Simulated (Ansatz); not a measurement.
## Lu under a change: Lu → Ta

Take Lu in the hcp (Mg type) structure (space group P6_3/mmc, No. 194; a = 3.5044 Å, c = 5.4515 Å) as the base.

Now apply this change: full substitution Lu → Ta, then cell and atoms are relaxed.

Method: Ansatz (a program for electronic structure) r2SCAN, no spin-orbit coupling, earlier PAW set. Settings: 18×18×9 k-points, 0.05 eV Fermi–Dirac smearing, for the changed cell.

```yaml
volume_per_atom: 18.48 Å³ (base 28.99 Å³)
lattice_parameter_a: 2.887 Å (base 3.504 Å)
c/a ratio: 1.774 (base 1.556)
space_group: P6_3/mmc (No. 194) (base P6_3/mmc (No. 194))
shortest_interatomic_distance: 2.887 Å (base 3.395 Å)
band_gap: zero (base zero)
```

Final structure:

```yaml
crystal:
  lattice:
    - [2.88707, 0.00000, 0.00000]
    - [-1.44354, 2.50028, 0.00000]
    - [0.00000, 0.00000, 5.12153]
  atoms:
    - { symbol: Ta, position: [0.33333, 0.66667, 0.75000] }
    - { symbol: Ta, position: [0.66667, 0.33333, 0.25000] }
```

Cost of the whole job for the changed cell (relaxation, final SCF and bands): about 90 core-seconds (a rough figure).

Whether these cells are dynamically stable was not tested. For Ta in this form, whether it has been made was not checked. All final runs are without spin polarisation. This is not the structure that Ta has at room temperature and ambient pressure.
